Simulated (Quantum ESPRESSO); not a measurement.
A user runs Quantum ESPRESSO on YGa₂ (P6/mmm, 3 atoms in the cell) and asks whether the run is sound. The aim is a self-consistent single point with DFT, PBEsol, plane waves, PseudoDojo standard norm-conserving (PBESOL) pseudopotentials.

Cell that was meant: a = 4.2942 Å, b = 4.2942 Å, c = 4.1862 Å, α = 90.00°, β = 90.00°, γ = 120.00°.

Part of the input:

```fortran
  degauss = 0.0073499
/
&electrons
  conv_thr = 1.0d-3
  mixing_beta = 0.7
/
ATOMIC_SPECIES
```

The program printed (abridged):

```
     G-vector sticks info
     --------------------
     sticks:   dense  smooth     PW     G-vecs:    dense   smooth      PW
   [... lines left out ...]
                       cart. coord. in units 2pi/alat
        k(    1) = (   0.0833333   0.1443376   0.0854820), wk =   0.0370370
        k(    2) = (   0.0833333   0.1443376   0.2564461), wk =   0.0370370
        k(    3) = (   0.0833333   0.1443376   0.4274102), wk =   0.0370370
   [... 33 lines left out ...]

     Dense  grid:    43575 G-vectors     FFT dimensions: (  48,  48,  45)

     Initial potential from superposition of free atoms

     starting charge      36.9910, renormalised to      37.0000
     Self-consistent Calculation

     iteration #  1     ecut=    80.00 Ry     beta= 0.70

     Threshold (ethr) on eigenvalues was too large:
     Diagonalizing with lowered threshold

     total energy              =    -387.10543646 Ry
     estimated scf accuracy    <       0.05204166 Ry

     iteration #  2     ecut=    80.00 Ry     beta= 0.70

     total energy              =    -387.11670442 Ry
     estimated scf accuracy    <       0.00579810 Ry

     iteration #  3     ecut=    80.00 Ry     beta= 0.70
     End of self-consistent calculation

     the Fermi energy is    10.5701 ev

!    total energy              =    -387.11785943 Ry
     estimated scf accuracy    <       0.00068395 Ry
     smearing contrib. (-TS)   =      -0.00312119 Ry
     internal energy E=F+TS    =    -387.11473824 Ry

     convergence has been achieved in   3 iterations

     Forces acting on atoms (cartesian axes, Ry/au):

     atom    1 type  1   force =     0.00000000    0.00000000    0.00000000
   [... zero for the other atoms too ...]

     Total force =     0.000000     Total SCF correction =     0.000000

          total   stress  (Ry/bohr**3)                   (kbar)     P=      -30.10
  -0.00027086   0.00000000   0.00000000          -39.84        0.00        0.00
   0.00000000  -0.00027086   0.00000000            0.00      -39.84        0.00
   0.00000000   0.00000000  -0.00007210            0.00        0.00      -10.61

   JOB DONE.
```

Q: Is anything amiss in this input, and did it matter?

A: The run is not sound. The fault is a convergence threshold that is too loose. A loop that stops early leaves an energy error of second order in the density error, but errors of first order in forces and stress. To fix it, tighten the threshold. The run converged in 3 iterations without an error; against the sound input the free energy goes up by 1.2 meV/atom and the pressure goes from -6.55 to -3.01 GPa.

An input that runs soundly differs in these lines (not the only fix; some lines may just follow from the change or write a value another way):
```diff
-  conv_thr = 1.0d-3
+  conv_thr = 1.0d-10
```

With that input, the run converged in 10 iterations: free energy E − TS -5267.0103 eV; Fermi level (on the code's own zero) 10.56 eV; pressure -6.55 GPa (DFT, PBEsol, plane waves, PseudoDojo standard norm-conserving (PBESOL) pseudopotentials).

On the sound input: the starting cell comes from a database of published, mostly measured structures (it also holds non-ambient and calculated ones), without a prior relaxation at this level. Its lattice was rescaled by a random factor within 2.5 % of one. With a pressure of about -7 GPa the cell is away from its equilibrium volume at this level.
